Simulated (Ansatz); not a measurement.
Pressure series in C

Base system: C in the graphite type structure (space group P6_3/mmc, No. 194; a = 2.4650 Å, c = 6.7305 Å; layered, stacked along the Cartesian z axis).

Cell and atoms are relaxed at each pressure.

Method: Kohn–Sham DFT with the PBE-D3(BJ) functional, run in Ansatz (a program for electronic structure) with PAW and 420 eV plane waves, no spin-orbit coupling.

```csv
P (GPa),V (Å³/atom)
-1.00,9.217
0.29,8.779
0.69,8.684
1.50,8.522
3.00,8.290
5.00,8.058
7.50,7.832
9.99,7.651
```

A third-order Birch–Murnaghan fit to these points gives V₀ = 8.85 Å³/atom, B₀ = 32 GPa and B₀′ = 12.0. At pressure 10 GPa the volume is 86.4 % of V₀.

Measured bulk modulus of C: 33.8 GPa (room temperature; as listed in Wengen Ouyang et al., Journal of Chemical Theory and Computation (2019)); the computed value is for a static lattice, so the two differ by thermal effects too.

A case with no gap was solved on a k-mesh chosen for an insulator, which is coarse for it. Load acts through the strain it causes; cell and atoms are relaxed under it. Stability against distortions was not tested. No other phases were tried under pressure.
